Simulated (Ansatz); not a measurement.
OsAl (Pm-3m), PBEsol, DFPT electron-phonon coupling, linearised Boltzmann equation (Ansatz, a quantum-chemistry and plane-wave program). Phonon-limited resistivity 6.59 μΩ·cm at 300 K, 8.95 μΩ·cm at 400 K, current-weighted mean free path 9.1 nm, Drude plasma energy 8.38 eV.

Problem. What is the classical skin depth at 1 GHz (nonmagnetic, μ₀ = 1.257×10⁻⁶ H/m)?

Solution. δ = √(ρ/(π f μ₀)) = 4090 nm.

Problem. What Drude relaxation time do resistivity and plasma energy imply?

Solution. ω_p = 1.27e16 s⁻¹, so τ = 1/(ε₀ ω_p² ρ) = 10.6 fs, a damping ħ/τ of 62.3 meV.

Problem. What temperature coefficient of resistance follows, and how does it compare with 1/T?

Solution. (ρ₄₀₀ − ρ₃₀₀)/(100 K × ρ₃₀₀) = 3.58×10⁻³ K⁻¹, against 1/T = 3.33×10⁻³ K⁻¹ for a resistivity proportional to T. It lies higher because phonons are still being populated at 300 K; impurities would add a constant and lower it.

A metal at this level (no band gap). Only scattering by harmonic phonons is included (no impurities, grain boundaries, electron-electron scattering or thermal expansion). Spin-orbit coupling is left out, which matters with elements this heavy. Halving the electron mesh (28x28x28) moves the resistivity by up to 7 % at 300 K, the mean free path by up to 4 %. Smearing 0.20 eV; phonons on a 5x5x5 q mesh, which this run doesn't test.

Computed structure with no diffraction record at hand here (it may be known, metastable or hypothetical): OsAl (Pm-3m).
